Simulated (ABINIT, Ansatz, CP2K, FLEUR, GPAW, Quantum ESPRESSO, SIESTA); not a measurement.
**Code comparison for CrO₂ (Pnnm, 6 atoms in the cell)**

Self-consistent single point.

```
CrO2
1.0
    4.44805     0.00000     0.00000
    0.00000     4.52924     0.00000
    0.00000     0.00000     2.98596
Cr O
2 4
Cartesian
  2.22403   2.26462   1.49298
  0.00000   0.00000   0.00000
  3.52717   0.85974   1.49298
  0.92088   3.66950   1.49298
  1.30315   1.40488   0.00000
  3.14490   3.12436   0.00000
```
Moments meant for the start (each program seeds them in its own way; μB, in the order of the atoms Cr Cr O O O O): 3.0 3.0 0.0 0.0 0.0 0.0.

All programs got the same cell, k-point mesh and kind of occupations, and the same starting moments (in Ansatz's words: kpoints.mp_grid.grid = 4 4 5; magnetization.spin_polarized = true; scf.occupations.method = gaussian; scf.occupations.width = 0.272 eV); potentials, basis and cutoffs are each program's usual ones.

```tsv
code	model	pressure (GPa)	largest force (eV/Å)	size of the net moment (μB/atom)	k-points	cutoff
CP2K	PBEsol, GPW, DZVP-MOLOPT-SR-GTH basis, GTH-PBE potentials (GTH_POTENTIALS)	-16.02	0.336	0.67	42	grid 600 Ry
Ansatz	PBEsol, PAW files made with PBE	-18.32	0.373	0.67	27	default
Quantum ESPRESSO	PBEsol, SSSP 1.1.2 efficiency (PBE) pseudopotentials	-18.01	0.370	0.67	27	55 Ry
GPAW	PBEsol, GPAW PAW datasets PBEsol (made by gpaw-setup)	–	0.362	0.67	27	900 eV
SIESTA	GGA PBEsol, numerical atomic orbitals DZP, PseudoDojo PBEsol standard norm-conserving potentials (rewritten from UPF to PSML)	-18.48	0.396	0.67	44	grid 350 Ry
FLEUR	PBEsol, all-electron FLAPW (FLEUR), scalar-relativistic valence	–	–	0.67	27	Kmax 4.7 1/bohr
ABINIT	PBEsol, norm-conserving pseudopotentials (PseudoDojo nc-sr-04 PBEsol standard)	-18.04	0.378	0.67	27	1279 eV
```

Size of the force on each atom (eV/Å): Sizes of forces hide their directions.

```
code                Cr1    Cr2     O3     O4     O5     O6
----------------  -----  -----  -----  -----  -----  -----
CP2K              0.000  0.000  0.336  0.336  0.331  0.331
Ansatz            0.000  0.000  0.373  0.373  0.373  0.373
Quantum ESPRESSO  0.000  0.000  0.370  0.370  0.370  0.370
GPAW              0.000  0.000  0.362  0.362  0.362  0.362
SIESTA            0.000  0.000  0.396  0.396  0.396  0.396
ABINIT            0.000  0.000  0.378  0.378  0.378  0.378
```

A dash marks a value that a program does not give, or that is left out as unsure.

The spread over the programs that give each value: pressure within 2.46 GPa; largest force within 0.060 eV/Å; size of the net moment within 0.00 μB/atom.

The starting cell comes from a database of computed structures (which also holds hypothetical and non-ambient phases and stackings), without a prior relaxation at this level. On Ansatz's run: The magnetic order is the one reached from the typed start; others were not searched systematically. In the base run, with a pressure of about -18 GPa the cell is away from its equilibrium volume at this level. Without a gap this mesh is coarse (it stands for a supercell whose shortest vector is 15 Å).

Task: Why do the programs differ, and what cannot be compared?

Result: Differences of this kind can come from the potentials, where these differ, and from what each basis and cutoff leave unconverged. The valence holds different numbers of electrons (CP2K 52, Ansatz (an electronic-structure program) 52, Quantum ESPRESSO 52, GPAW 36, SIESTA 52, FLEUR 52, ABINIT 52). The zero of total energies and Fermi levels follows the potentials and each program's conventions, so they are not compared here. CP2K and SIESTA use small atom-centred bases, whose incompleteness enters pressures, forces and empty levels differently from a plane-wave cutoff. FLEUR treats all electrons, but the usual bases taken here (sphere radii, linearisation, local orbitals, empty states) were not tested for convergence, so the values are no reference for the others. Ansatz's pressure is given at a fixed set of plane waves, as the other plane-wave codes print theirs; with its correction for the finite basis it is -17.77 GPa (the shift of 0.55 GPa shows how far the cutoff is from converged). The pressure of GPAW is left out: its cutoff lies under the one at which its stress was checked. Site moments depend on each program's spheres or projections; the total moment of the cell does not. The programs reduce the same mesh by symmetry to different extents, which changes the work and not the result. In the pressure, CP2K (by 2.02) lies more than 1 GPa from the median of the plane-wave programs.

The shared mesh is coarse (it stands for a supercell whose shortest vector is 15 Å), so the values are not converged in it.

Keys are those of Ansatz 0.2.
